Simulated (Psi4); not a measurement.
Psi4 1.11, PBE0/def2-svp: La(F)2(Br) ([F][La]([F])[Br]), 4 atoms. The geometry is a generated start, not checked to be a minimum at this level.

| Quantity | Value |
|---|---|
| task | energy |
| method | pbe0 |
| basis | def2-svp |
| memory | 3 GB |
| maxiter | 100 |
| keys of the molecule block | symmetry c1 |
| scf_type | df (default) |
| guess | auto, which took SAD (default) |
| scf_initial_accelerator | adiis (default) |
| e_convergence | 1e-06 (default) |
| d_convergence | 1e-06 (default) |
| dft_radial_points | 75 (default) |
| dft_spherical_points | 302 (default) |
| effective core potentials | those of the basis set, past Kr |
| basis functions | 92 |
| grid points | 87356 |

```xyz
4

La     0.1124    -0.1512     0.1669
F      1.9225    -0.6545    -0.2830
F     -0.9795    -0.5938     1.7005
Br    -1.0553     1.3994    -1.5843
```

Charge 0 and multiplicity 1 are set for this test and not shown to be the ground state.

One run each on 2 threads. Values of diis_max_vecs tried: 3, 6, 10 (default), 20.

**Question.** Predict the course of the SCF iterations along this series.

**Answer.** Fewest SCF iterations, within one of each other: 6 with 10, 10 (default) with 9, 20 with 9. The count rises to 14 at 3. All converge to one solution.

```csv
diis_max_vecs,SCF iterations,end
3,14,same solution
6,10,same solution
10 (default),9,same solution
20,9,same solution
```
